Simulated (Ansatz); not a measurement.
The starting structures come from a database of crystals and need not be the phases stable at ambient conditions.

 Where the default PAW files enter, the runs use the earlier of Ansatz's two default sets.

Inside the gap of an insulator the Bloch states are evanescent, with a wavenumber k + iκ along the transport direction.

```
FeMg2H6
1.0
    4.49371     0.00000     0.00000
    0.00000     4.49371     0.00000
    2.24685    -2.24685     3.17753
Mg Fe H
2 1 6
Direct
  0.75000   0.75000   0.50000
  0.25000   0.25000   0.50000
  0.00000   0.00000   0.00000
  0.24297   0.75703   0.00000
  0.75703   0.24297   0.00000
  0.24297   0.24297   0.00000
  0.75703   0.75703   0.00000
  0.24297   0.75703   0.51406
  0.75703   0.24297   0.48594
```

Space group of this cell: Fm-3m. The cell is taken as given.

Transport runs along the normal of the first two printed cell vectors, the (001) plane of the conventional cell.

The gap is the functional's own. No spin-orbit coupling. Mid-gap values are interpolated on the energy grid.

Task: State the band gap and the smallest decay constant κ at mid-gap according to Ansatz (a first-principles code) with r2SCAN.

Result: Gap 2.48 eV on a 10×10×10 mesh; κ = 0.461 1/Å, at (0.500, 0.000) of the in-plane reciprocal vectors. At the zone centre, at the nearest computed energy, the slowest state has κ = 0.52 1/Å.
